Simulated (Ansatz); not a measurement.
MoS2 (R3m, No. 160, 3 atoms in the cell; start mp-1434; a measured phase of this formula has another space group), treated with PBEsol (Ansatz, a program for electronic structure, plane waves, PAW).

Settings: plane-wave cutoff 500 eV, 14×14×14 k mesh, gaussian smearing 0.02 eV, no spin polarisation, scalar-relativistic PAW data made under PBE.

Cell (relaxed at this level):

```
CELL_PARAMETERS angstrom
      1.57153     0.90733     6.28425
     -1.57153     0.90733     6.28425
      0.00000    -1.81465     6.28425
ATOMIC_POSITIONS crystal
  Mo 0.99977 0.99977 0.99977
  S  0.41577 0.41577 0.41577
  S  0.25048 0.25048 0.25048
```

Q: Give the computed band gap.

A: 
- band gap = 1.03 eV (on the SCF k mesh)

Note: the relaxation could not lower the start's symmetry, so the cell can be a saddle point above a distorted one; the cell has widely spaced layers and the level no dispersion term, so their spacing and the moduli can rest on weak binding.

Spin–orbit coupling is not included.

Static lattice: no zero-point or thermal effects.

A start named mp-… is a Materials Project structure, which need not be a measured phase.
